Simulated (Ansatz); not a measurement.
Take Hf in the hcp (Mg type) structure (space group P6_3/mmc, No. 194; a = 3.204 Å, c = 5.073 Å; relaxed with 0.1 eV smearing) as the base. Axes: x lies along a and z along c of the hexagonal cell.

Method: Kohn–Sham DFT with the PBE functional, run in Ansatz (a quantum-chemistry and plane-wave program) with PAW and 420 eV plane waves, no SOC.

Before the change:

- Volume per atom: 22.55 Å³

Perturbation: tensile biaxial strain of 0.50 % in the plane normal to [001], as in epitaxy on a mismatched substrate; the out-of-plane cell vector and the atoms relax.

What happens to the volume per atom and in-plane stress?

The volume per atom rises by 0.15 Å³, from 22.55 Å³ to 22.70 Å³; the mean in-plane stress (compression positive) comes out as -1.0 GPa.

No phonon test of stability was made. The final runs are not spin-polarised.
